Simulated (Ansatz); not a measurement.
Band structure of Cu (Fm-3m, 1 atom in the cell).

```
Cu
1.0
    0.00000     1.80500     1.80500
    1.80500     0.00000     1.80500
    1.80500     1.80500     0.00000
Cu
1
Direct
  0.00000   0.00000   0.00000
```

Computed with PBE (plane waves, PAW; Ansatz, a program for electronic structure).

Settings: kpoints.mp_grid.grid = 21 21 21; hamiltonian.xc = pbe; hamiltonian.pseudopotentials = {kind: paw} (the program's default PAW files); scf.occupations.method = gaussian; scf.occupations.width = 0.2 eV; kpoints.band_path.npoints = 8.

The starting cell has typed, rounded lattice constants, without a prior relaxation at this level. Spin polarisation is off.

Levels in eV from the Fermi level, bands 6 to 13:
| point | 6 | 7 | 8 | 9 | 10 | 11 | 12 | 13 |
|---|---|---|---|---|---|---|---|---|
| Γ | -3.06 | -3.06 | -3.06 | -2.22 | -2.22 | 22.60 | 25.13 | 25.13 |
| X | -4.48 | -1.66 | -1.49 | -1.49 | 1.41 | 7.09 | 13.01 | 13.01 |
| W | -3.58 | -3.58 | -2.26 | -1.49 | 6.16 | 6.16 | 8.28 | 8.75 |
| K | -4.12 | -2.80 | -2.08 | -1.69 | 4.28 | 5.69 | 7.81 | 15.09 |
| L | -3.09 | -3.09 | -1.64 | -1.64 | -1.10 | 3.73 | 21.08 | 21.96 |
| U | -4.12 | -2.80 | -2.08 | -1.69 | 4.28 | 5.69 | 7.81 | 15.09 |

Bands cross the Fermi level along this path, so the cell is metallic at this level.

Keys are those of Ansatz 0.2.
